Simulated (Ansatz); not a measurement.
The starting structures come from a database of crystals and need not be the phases stable at ambient conditions.

By LDA and PBEsol, the system below comes out a metal.

Here is the system:

```xyz
1
Lattice="2.7439 0.0000 0.0000 -0.9146 2.5870 0.0000 0.9146 1.2935 2.2404" Properties=species:S:1:pos:R:3 pbc="T T T"
Pt     0.0000     0.0000     0.0000
```

Space group of this cell: Im-3m, bcc (W type). The cell is taken as given; by PBEsol its mean pressure is -11.0 GPa.

The current runs along the normal of the first two printed vectors, the (110) plane. All runs by Ansatz (a program for electronic structure), plane waves and PAW, without spin-orbit coupling; the base is PBEsol.

```tsv
run	mean pressure (GPa)	G/A, both spins (10¹⁵ S/m²)
base	-11.0	1.56
all lengths scaled by 0.98	4.5	(withheld)
all lengths scaled by 1.02	-21.8	1.50
lda in place of pbesol	-16.0	1.55
lengths across the current scaled by 0.98, ions clamped	-1.1	(withheld)
lengths across the current scaled by 1.02, ions clamped	-18.5	1.54
lengths along the current scaled by 0.97, ions clamped	-3.6	(withheld)
lengths along the current scaled by 1.03, ions clamped	-16.6	1.57
```

**Question.** Fill in the missing entries.

**Answer.** 
- all lengths scaled by 0.98, G/A, both spins (10¹⁵ S/m²): 1.61
- lengths across the current scaled by 0.98, ions clamped, G/A, both spins (10¹⁵ S/m²): 1.64
- lengths along the current scaled by 0.97, ions clamped, G/A, both spins (10¹⁵ S/m²): 1.61
